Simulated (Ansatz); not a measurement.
The parent structure is Be in the hcp (Mg type) structure (space group P6_3/mmc, No. 194; relaxed with 0.1 eV smearing).

```
CELL_PARAMETERS angstrom
      2.25515     0.00000     0.00000
     -1.12758     1.95302     0.00000
      0.00000     0.00000     3.55800
ATOMIC_POSITIONS crystal
  Be 0.66667 0.33333 0.75000
  Be 0.33333 0.66667 0.25000
```

Cartesian axes are those of the cell as printed.

The values are results of Ansatz (a first-principles code) PBEsol, without spin-orbit coupling, not measurements.

Before the change:

| Item | Value |
|---|---|
| Volume per atom | 7.84 Å³ |

One thing is altered: biaxial strain +0.50 %, plane normal [001], relaxed out of plane (Cartesian); in-plane vectors clamped, the third vector and the atoms free.

Task: What happens to the volume per atom and in-plane stress?

Result: The volume per atom grows by 0.076 Å³ (7.84 Å³ → 7.91 Å³); the mean in-plane stress (compression positive) is -1.7 GPa.

Stability against distortions was not tested.
